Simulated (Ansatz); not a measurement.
The parent structure is InSb in the zinc blende structure (space group F-43m, No. 216; a = 6.519 Å). Axes: x, y, z lie along the cube axes.

The values are results of PBEsol (Ansatz, an electronic-structure program, PAW, no SOC), not measurements.

Strains are applied to the cell and any free atomic positions relax; under biaxial strain the out-of-plane vector relaxes too.

One change was made to it. Results:

```csv
quantity,base,after
volume per atom,34.63 Å³,34.31 Å³
"pressure (mean of the normal stresses, compression positive)",0.0 GPa,0.4 GPa
energy relative to the base (free energy F),0 meV/atom,+1.3 meV/atom
```

Q: Which change produced these results?
A. biaxial strain −2.50 %, plane normal [001], relaxed out of plane
B. biaxial strain −0.50 %, plane normal [001], relaxed out of plane
C. biaxial strain −2.00 %, plane normal [001], relaxed out of plane
D. biaxial strain −3.00 %, plane normal [001], relaxed out of plane
E. biaxial strain −1.00 %, plane normal [001], relaxed out of plane

A: E, biaxial strain −1.00 %, plane normal [001], relaxed out of plane. For comparison, the volume per atom in the other runs: biaxial strain −2.50 %, plane normal [001], relaxed out of plane gives 33.81 Å³; biaxial strain −0.50 %, plane normal [001], relaxed out of plane gives 34.47 Å³; biaxial strain −3.00 %, plane normal [001], relaxed out of plane gives 33.63 Å³; biaxial strain −2.00 %, plane normal [001], relaxed out of plane gives 33.98 Å³.

Whether these cells are dynamically stable was not tested. All final runs are without spin polarisation.
